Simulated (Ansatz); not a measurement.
Input of the mobility step, r2SCAN, finite-displacement electron-phonon coupling, linearised Boltzmann equation (Ansatz, a program for electronic structure), Si (Fd-3m). Condition of this run: measured lattice constant, not relaxed.

Ansatz 0.2 input:
```
crystal:
  lattice:
    - [0.0, 2.715, 2.715]
    - [2.715, 0.0, 2.715]
    - [2.715, 2.715, 0.0]
  atoms:
    - { symbol: Si, position: [0.0, 0.0, 0.0] }
    - { symbol: Si, position: [0.25, 0.25, 0.25] }
kpoints:
  mp_grid: { grid: [8, 8, 8] }
hamiltonian:
  xc: r2scan
  pseudopotentials: { kind: paw }
scf:
  occupations: { method: fixed }
phonons:
  supercell: [4, 4, 4]
  carrier_mobility: { temperatures: [150, 200, 250, 300, 350, 400, 500, 600] }
```

An excerpt of its output:

```
--- Carrier mobility (electrons): potentials and phonons of a 4×4×4 supercell ---
  scattering by the run's harmonic phonons alone; scattering by impurities, by other carriers and their screening is left out, and so is spin–orbit coupling
  band edge at 6.9164 eV
  valley at (0.0000 0.4200 0.4200), 6 points alike, 0.00 meV above the edge
  a displaced site's charge and quadrupole, each over the dielectric constant: up to 0.000 e and 0.556 e·Å; the charges' sum missed by 0.102 e
  the run chose the mesh 100×100×100 (1.5 steps from a valley's bottom to the thermal energy of 150 K, as the couplings on a denser one leave too little of the memory); type phonons.carrier_mobility.mesh for another
  mobility, cm²/(V·s), of a tensor a third of its trace; what the velocities' spread within the cells of the mesh adds; mean energy transported, in kT; Lorenz number, in (k/e)²:
           mesh  steps/k_T     T (K)         cm⁻³     solution         MRTA        SERTA  in cells    energy    Lorenz
    100×100×100       1.48    150.00          few     7.1023e3     7.0706e3     6.7740e3    7.64 %     1.817     1.378
    100×100×100       1.71    200.00          few     3.7999e3     3.7871e3     3.6457e3    5.82 %     1.742     1.241
    100×100×100       1.91    250.00          few     2.2870e3     2.2811e3     2.2059e3    4.78 %     1.688     1.218
    100×100×100       2.09    300.00          few     1.5045e3     1.5014e3     1.4573e3    4.10 %     1.655     1.240
    100×100×100       2.26    350.00          few     1.0569e3     1.0551e3     1.0271e3    3.61 %     1.633     1.275
    100×100×100       2.41    400.00          few     7.7980e2     7.7871e2     7.5971e2    3.25 %     1.620     1.313
    100×100×100       2.70    500.00          few     4.7082e2     4.7033e2     4.6043e2    2.73 %     1.606     1.390
    100×100×100       2.96    600.00          few     3.1272e2     3.1246e2     3.0666e2    2.38 %     1.605     1.465
       50×50×50       0.74    150.00          few     7.5304e3     7.4977e3     7.3898e3   30.17 %     1.750     1.382
       50×50×50       0.85    200.00          few     3.9097e3     3.8963e3     3.8383e3   23.25 %     1.708     1.247
       50×50×50       0.95    250.00          few     2.3236e3     2.3176e3     2.2841e3   19.21 %     1.669     1.224
       50×50×50       1.05    300.00          few     1.5198e3     1.5167e3     1.4958e3   16.52 %     1.643     1.247
       50×50×50       1.13    350.00          few     1.0647e3     1.0629e3     1.0490e3   14.58 %     1.626     1.282
       50×50×50       1.21    400.00          few     7.8433e2     7.8323e2     7.7344e2   13.11 %     1.615     1.319
       50×50×50       1.35    500.00          few     4.7291e2     4.7242e2     4.6701e2   11.01 %     1.605     1.394
       50×50×50       1.48    600.00          few     3.1401e2     3.1374e2     3.1045e2    9.59 %     1.605     1.468
  SERTA leaves out what is scattered into a state
  not converged in the mesh: from the mesh of half the divisions the mobility moves by up to 6.03 %; 7.6 % of it stand in the velocities' spread within the cells; MRTA moves by up to 6.04 %
  the changes of the potential over all sites missed a rigid shift's by 0.01 % (the site terms' by 0.09 %, the kinetic term's by 0.10 %)
  the long waves of the potentials, up to 0.501 1/Å, are read off 3 elongated supercells
  the phonons are corrected at the wavevectors of the elongated supercells: the repeat alone misses a frequency there by up to 7.93 %, and what leaves one of them out by up to 5.06 %
```

Scattering by harmonic phonons alone: no impurities, screening or carrier-carrier scattering, bands fixed at 0 K. From a coarser fine mesh the values given move by up to 6 %. The mesh was bound by memory.
